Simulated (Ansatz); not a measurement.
Take SnO in the litharge type structure (space group P4/nmm, No. 129; a = 3.770 Å, c = 4.560 Å; layered, stacked along the Cartesian z axis) as the base. Axes: x, y, z lie along a, b, c of the conventional cell.

Level of theory: PBEsol-D3(BJ) (Ansatz, a program for electronic structure, PAW, no SOC).

Before the change:

| Property | Result |
|---|---|
| Band gap | zero |
| Volume per atom | 16.20 Å³ |

Perturbation: biaxial strain −0.37 %, plane normal [001], relaxed out of plane (Cartesian); in-plane vectors clamped, the third vector and the atoms free.

Estimate the effect on the band gap and volume per atom.

The band gap is still zero; the volume per atom drops by 0.087 Å³, from 16.20 Å³ to 16.12 Å³.

Whether these cells are dynamically stable was not tested. All final runs are without spin polarisation. A zero or small gap of SnO can be the functional's error rather than a property of the material.
